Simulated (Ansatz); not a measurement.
The parent structure is ZnO in the wurtzite structure (space group P6_3mc, No. 186; a = 3.2300 Å, c = 5.2144 Å). Axes: x lies along a and z along c of the hexagonal cell.

Structures relaxed with DFT with PBEsol, PAW potentials and a 420 eV plane-wave cutoff in Ansatz (an electronic-structure program), no spin-orbit coupling.

Base:

Simulated powder pattern, Mo Kα, λ = 0.71073 Å (kinematic, ideal powder, no thermal factors, no anomalous dispersion; the 14 strongest lines at most, above 2 %, up to 2θ = 40°):

```json
[
 {"2θ (°)": "14.60", "I/Imax (%)": "50", "hkl": "(100)"},
 {"2θ (°)": "15.67", "I/Imax (%)": "39", "hkl": "(002)"},
 {"2θ (°)": "16.58", "I/Imax (%)": "100", "hkl": "(101)"},
 {"2θ (°)": "21.48", "I/Imax (%)": "24", "hkl": "(102)"},
 {"2θ (°)": "25.42", "I/Imax (%)": "39", "hkl": "(110)"},
 {"2θ (°)": "27.86", "I/Imax (%)": "39", "hkl": "(103)"},
 {"2θ (°)": "29.44", "I/Imax (%)": "5.9", "hkl": "(200)"},
 {"2θ (°)": "30.00", "I/Imax (%)": "33", "hkl": "(112)"},
 {"2θ (°)": "30.50", "I/Imax (%)": "17", "hkl": "(201)"},
 {"2θ (°)": "31.64", "I/Imax (%)": "3.0", "hkl": "(004)"},
 {"2θ (°)": "33.52", "I/Imax (%)": "5.6", "hkl": "(202)"},
 {"2θ (°)": "35.01", "I/Imax (%)": "3.2", "hkl": "(104)"},
 {"2θ (°)": "38.07", "I/Imax (%)": "13", "hkl": "(203)"},
 {"2θ (°)": "39.28", "I/Imax (%)": "4.0", "hkl": "(210)"}
]
```

After one change:

Simulated powder pattern, Mo Kα, λ = 0.71073 Å (kinematic, ideal powder, no thermal factors, no anomalous dispersion; the 14 strongest lines at most, above 2 %, up to 2θ = 40°):

| 2θ (°) | I/Imax (%) |
|---|---|
| 14.60 | 51 |
| 15.96 | 39 |
| 16.65 | 100 |
| 21.69 | 25 |
| 25.42 | 40 |
| 28.23 | 37 |
| 29.44 | 6.0 |
| 30.16 | 34 |
| 30.54 | 18 |
| 32.23 | 2.9 |
| 33.66 | 5.8 |
| 35.55 | 3.1 |
| 38.35 | 12 |
| 39.28 | 4.1 |

Q: Name the change that was made.
A) uniaxial strain ε_zz = −1.20 %
B) uniaxial strain ε_zz = −0.60 %
C) uniaxial strain ε_zz = −2.40 %
D) uniaxial strain ε_zz = −1.80 %

A: D, uniaxial strain ε_zz = −1.80 %. Its volume per atom is 11.57 Å³ against 11.78 Å³, and its space group is P6_3mc (No. 186).

No phonon test of stability was made.
